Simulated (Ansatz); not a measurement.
System: Si (P6₃/mmc, No. 194, 4 atoms in the cell; start mp-165; another form than the element's usual one). Method: r²SCAN0 (plane waves, PAW; Ansatz, a program for electronic structure).

Settings: plane-wave cutoff 520 eV, 9×9×4 k mesh (along the axes of the cell as run), Fermi–Dirac smearing 0.01 eV, scalar-relativistic PAW data made under PBE.

The cell is the one relaxed with PBEsol. Conventional cell: a = 3.8247 Å, b = 3.8247 Å, c = 6.3240 Å, α = 90.00°, β = 90.00°, γ = 120.00°.

```
Si
1.0
    3.82469     0.00000     0.00000
   -1.91235     3.31228     0.00000
    0.00000     0.00000     6.32397
Si
4
Cartesian
  0.00000   2.20819   0.39840
  1.91235   1.10409   5.92557
  1.91235   1.10409   3.56039
  0.00000   2.20819   2.76358
```

Q: List the 9 lowest band energies at Γ above −25 eV (eV, relative to the valence band maximum), grouping those that round alike.

A: At Γ: -14.07, -11.45, -8.35, -1.75 (×2), -0.38, 0.00 (×2), 2.50.

Note: the run warned that its exchange threshold was loose for the stress; cell and atoms aren't relaxed at this level (pressure -0.4 GPa).

A start named mp-… is a Materials Project structure, which need not be a measured phase.
